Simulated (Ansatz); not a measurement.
Consider Na in the bcc (W type) structure (space group Im-3m, No. 229; a = 4.2223 Å). Axes: x, y, z lie along the cube axes.

Level of theory: Ansatz (an electronic-structure program) r2SCAN, no spin-orbit coupling, earlier PAW set.

Free-standing slabs (1 atom(s) a layer) normal to [110] with 15 Å of vacuum; in-plane cell held at bulk.

One change was made to it. Results:

```csv
quantity,base,after
excess energy per area of both faces (slab less bulk energy over the cell's area: twice a surface energy) (uncertain by up to 0.04 J/m²),–,0.48 J/m²
shortest interatomic distance,3.657 Å,3.610 Å
```

Task: Which change produced these results?
A. 3 layers
B. 7 layers
C. 6 layers

Result: A, 3 layers. For comparison, the shortest interatomic distance in the other runs: 7 layers gives 3.588 Å; 6 layers gives 3.582 Å.

Slab and bulk use different k-meshes, which limits the precision of the excess energy. Stability against distortions was not tested.
